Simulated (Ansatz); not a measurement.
Effect of Al → Re on AlRu

Base system: AlRu in the CsCl type structure (space group Pm-3m, No. 221; a = 2.976 Å).

The change: every Al is replaced by Re; the structure is relaxed again.

Method: Ansatz (an electronic-structure program) PBEsol, no spin-orbit coupling. Settings: 15×15×15 k-points, 0.05 eV Fermi–Dirac smearing, for the changed cell.

| quantity | base | changed | shift |
|---|---|---|---|
| density | 8.06 g/cm³ | 16.76 g/cm³ | +8.694 g/cm³ |
| lattice parameter a | 5.624 bohr | 5.770 bohr | +0.1454 bohr |
| space group | Pm-3m (No. 221) | Pm-3m (No. 221) | – |
| band gap | zero | zero | – |

Final structure:

```yaml
crystal:
  lattice:
    - [3.05327, 0.00000, 0.00000]
    - [0.00000, 3.05327, 0.00000]
    - [0.00000, 0.00000, 3.05327]
  atoms:
    - { symbol: Re, position: [0.00000, 0.00000, 0.00000] }
    - { symbol: Ru, position: [0.50000, 0.50000, 0.50000] }
```

No phonon test of stability was made. As relaxed here, ReRu is a hypothetical phase, not in the database extracts checked. All final runs are without spin polarisation. An odd electron count without spin: ReRu and AlRu. ReRu has a high density of states at the Fermi level and may be magnetic at this level.
